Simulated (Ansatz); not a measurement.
Where the default PAW files enter, the runs use the earlier of Ansatz's two default sets.

Here is the system:

```yaml
crystal:
  lattice:
    - [2.51783, 0.00000, 0.00000]
    - [0.00000, 2.51783, 0.00000]
    - [1.25892, -1.25892, 1.78038]
  atoms:
    - { symbol: C, position: [0.50000, 0.50000, 0.00000] }
    - { symbol: C, position: [0.25000, 0.25000, 0.50000] }
```

Space group of this cell: Fd-3m, diamond. The cell is taken as given.

Method: r2SCAN (plane waves, PAW; Ansatz, an electronic-structure program).

The current runs along the normal of the first two printed vectors; no spin-orbit coupling. Scaled by the factor s: the length along the current (ions clamped). The meshes follow the cell: 18×18×18 and 12×12 across at s = 0.97, 16×16×16 and 12×12 across at s = 1.00, 16×16×16 and 12×12 across at s = 1.03.

```json
[
 {"s": "0.97", "mean pressure (GPa)": "14.3", "band gap (eV)": "?"},
 {"s": "1.00", "mean pressure (GPa)": "-0.2", "band gap (eV)": "4.36"},
 {"s": "1.03", "mean pressure (GPa)": "-12.7", "band gap (eV)": "3.90"}
]
```

**Question.** Take the slope of the band gap against ln s from the two given rows, extrapolate to s = 0.97, and say what the run there gives.

**Answer.** Slope = (3.90 − 4.36) / ln 1.03 = -15.6 eV. The line gives 4.36 + (-15.6) × ln 0.97 = 4.83 eV. The run gives 3.61 eV, 1.22 eV under the line, 258 % of the predicted step.
